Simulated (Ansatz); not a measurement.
We consider Be3N2 (R3m, No. 160, 5 atoms in the cell; start mp-1070456; a measured phase of this formula has another space group), described by G0W0@PBEsol in Ansatz (hard PAW, contour deformation).

The cell is the one relaxed with PBEsol. Conventional cell: a = 2.8345 Å, b = 2.8345 Å, c = 14.5545 Å, α = 90.00°, β = 90.00°, γ = 120.00°.

One run with a 6×6×6 mesh, response cutoff 150 eV and 259 empty bands, not extrapolated in mesh or basis; no spin–orbit coupling.

Some levels at Γ in eV, each set counted from its highest filled level:

```csv
row,degeneracy,PBEsol,quasiparticle
1,1,-16.47,(withheld)
2,1,-14.24,(withheld)
3,1,-7.68,(withheld)
4,2,-1.20,-1.21
5,1,-0.45,-0.40
6,2,0.00,0.00
7,1,6.03,(withheld)
8,1 or more,7.80,(withheld)
```

Question: Complete the blanks.

Answer: 
- 1, quasiparticle: -16.90
- 2, quasiparticle: -14.70
- 3, quasiparticle: -7.95
- 7, quasiparticle: 7.83
- 8, quasiparticle: 9.73

Levels within 5 meV count as one row.

A start named mp-… is a Materials Project structure, which need not be a measured phase.

Ansatz is a program for electronic structure.
